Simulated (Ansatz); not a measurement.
## A computed series for MgH2: pressure series

Take MgH$_{2}$ (space group Pbcn, No. 60; a cell from a computed database, its experimental status unchecked) as the base.

```xyz
12
Lattice="4.4745 0.0000 0.0000 0.0000 5.3945 0.0000 0.0000 0.0000 4.8951" Properties=species:S:1:pos:R:3 pbc="T T T"
Mg     2.2372     4.4793     3.6713
Mg     2.2372     0.9153     1.2238
Mg     0.0000     3.6125     1.2238
Mg     0.0000     1.7820     3.6713
H      3.2656     4.8226     2.0612
H      1.2089     0.5720     2.8339
H      3.4461     3.2692     4.5087
H      1.0284     2.1253     0.3864
H      1.0284     3.2692     2.8339
H      3.4461     2.1253     2.0612
H      1.2089     4.8226     0.3864
H      3.2656     0.5720     4.5087
```

Cell and atoms are relaxed at each pressure.

Computed with Ansatz (an electronic-structure program), PBEsol, PAW, cutoff 420 eV, without spin-orbit coupling.

| P (GPa) | V (Å³/atom) |
|---|---|
| -2.00 | 10.294 |
| -1.00 | 10.060 |
| 0.30 | 9.787 |
| 0.70 | 9.708 |
| 1.50 | 9.558 |
| 3.00 | 9.298 |
| 4.99 | 8.990 |
| 7.50 | 8.639 |
| 10.00 | 8.316 |

Task: Fit a third-order Birch–Murnaghan equation of state.

Result: Least squares on P(V) = (3B₀/2)[(V₀/V)^(7/3) − (V₀/V)^(5/3)]·[1 + (3/4)(B₀′ − 4)((V₀/V)^(2/3) − 1)] gives V₀ = 9.85 Å³/atom, B₀ = 49 GPa and B₀′ = 2.5.

Load acts through the strain it causes; cell and atoms are relaxed under it. Whether these cells are dynamically stable was not tested. No other phases were tried under pressure.
